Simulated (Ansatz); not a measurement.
# Ge3N4 (Fd-3m, No. 227, 14 atoms in the cell; start mp-476): band gap by level of theory

No measured value is used here.

| level (code) | value (eV) |
|---|---|
| LDA (Ansatz) | 2.07 |
| PBE+SOC (Ansatz) | ? |
| HSE06 (Ansatz) | 3.42 (indirect) |
| PBE0 (Ansatz) | 4.14 (indirect) |
| G0W0@PBEsol+SOC (Ansatz) | 3.33 |

Complete the blanks.


- PBE+SOC (Ansatz, an electronic-structure program), value (eV): 2.21

Computed values are for a static lattice. Spin–orbit coupling is included only where a level's name says +SOC; with heavier elements it mostly lowers gaps and can invert bands.  G0W0@PBEsol+SOC: filled d or f shells below the valence bands can shift G0W0 gaps through exchange with them, which wasn't tested here. G0W0@PBEsol+SOC: spin–orbit coupling enters as the shift of the gap found with a semilocal functional. Values are at the PBEsol cell. Cutoffs and k meshes differ between the levels. Ansatz's density-functional and Hartree–Fock values are scalar-relativistic unless marked +SOC, with PAW data made under PBE.

A start named mp-… is a Materials Project structure, which need not be a measured phase.
